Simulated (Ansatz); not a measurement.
ZrAl3 (I4/mmm, No. 139)

These are PBEsol in Ansatz (plane waves, PAW) values and carry that method's errors.

Numerical settings: plane-wave cutoff 500 eV, 20×20×20 k mesh, Fermi–Dirac smearing 0.1 eV, scalar-relativistic PAW data made under PBE.

Cell: relaxed at this level.

For ZrAl3 (I4/mmm, No. 139), the equilibrium volume per atom is 17.05 Å³/atom, the lattice parameter a is 3.986 Å and the lattice parameter c comes out as 17.172 Å. The band gap is zero (no gap).

Spin–orbit coupling is not included.

Static lattice: no zero-point or thermal effects.

Ansatz is a first-principles code.
